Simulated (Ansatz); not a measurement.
Here is the system:

```yaml
crystal:
  lattice:
    - [0.00000, 2.41547, 2.34512]
    - [2.34512, 0.00000, 2.34512]
    - [2.34512, 2.41547, 0.00000]
  atoms:
    - { symbol: O, position: [0.00000, 0.00000, 0.00000] }
    - { symbol: Cd, position: [0.50000, 0.50000, 0.50000] }
```

No spin polarisation.

Calculations: PBEsol (Ansatz, a program for electronic structure; PAW; 420 eV plane waves; without spin-orbit coupling). Settings: 12×12×12 k-points, 0.05 eV Fermi–Dirac smearing.

Problem. What is the computed band gap?

Solution. Zero.

Problem. Estimate the pressure (mean of the normal stresses, compression positive).

Solution. -3.8 GPa.

Problem. What is the computed space group?

Solution. I4/mmm (No. 139).

The mesh was chosen for an insulator and is coarse for the gapless case. The cells carry an imposed strain or load. Whether these cells are dynamically stable was not tested. The final runs are not spin-polarised. The cell was made from CdO in the rock salt structure (space group Fm-3m, No. 225) by this change: uniaxial strain ε_yy = +3.00 %. The zero or small gap of CdO can change with the level of theory.
